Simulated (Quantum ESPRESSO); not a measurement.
**A series of runs on HfN (Fm-3m, 2 atoms in the cell)**

```yaml
crystal:
  lattice:
    - [0.00000, 2.23014, 2.23014]
    - [2.23014, 0.00000, 2.23014]
    - [2.23014, 2.23014, 0.00000]
  atoms:
    - { symbol: Hf, position: [0.00000, 0.00000, 0.00000] }
    - { symbol: N, position: [0.50000, 0.50000, 0.50000] }
```

Base run A: PBE, SSSP 1.1.2 precision (PBE) pseudopotentials (Quantum ESPRESSO), self-consistent single point.

Its settings: ecutwfc = 75 Ry; occupations = smearing; smearing = fd; degauss = 0.0073499 Ry; potentials = {Hf: Hf-sp.oncvpsp.upf, N: N.oncvpsp.upf}; K_POINTS = automatic 10 10 10 0 0 0; conv_thr = 1e-10 Ry; mixing_beta = 0.3.

The starting cell comes from a database of computed structures (which also holds hypothetical and non-ambient phases and stackings), without a prior relaxation at this level. Its lattice was rescaled by a random factor within 2.5 % of one. In the base run, with a pressure of about 17 GPa the cell is away from its equilibrium volume at this level.

A dash stands where there is no value to compare (another energy zero or no entropy term, no result, no spin, no clean gap, or a mesh too coarse for one). 

Runs:
- B: HUBBARD: default → atomic; U Hf-5d 1 eV [PBE+U]
- C: HUBBARD: default → atomic; U Hf-5d 2 eV [PBE+U]
- D: HUBBARD: default → atomic; U Hf-5d 3 eV [PBE+U]
- E: HUBBARD: default → atomic; U Hf-5d 4 eV [PBE+U]
- F: HUBBARD: default → atomic; U Hf-5d 5 eV [PBE+U]
- G: HUBBARD: default → atomic; U Hf-5d 6 eV [PBE+U]
- H: HUBBARD: default → atomic; U Hf-5d 7 eV [PBE+U]
- I: HUBBARD: default → atomic; U Hf-5d 8 eV [PBE+U]

| run | pressure (GPa) | Hubbard energy (eV/atom) |
|---|---|---|
| A | 16.66 | – |
| B | (withheld) | 0.613 |
| C | 13.93 | 1.226 |
| D | (withheld) | 1.837 |
| E | 11.02 | 2.448 |
| F | 9.50 | 3.057 |
| G | (withheld) | 3.665 |
| H | 6.32 | 4.272 |
| I | 4.66 | 4.878 |

Problem. Complete the blanks.

Solution. 
- B, pressure (GPa): 15.31
- D, pressure (GPa): 12.50
- G, pressure (GPa): 7.94
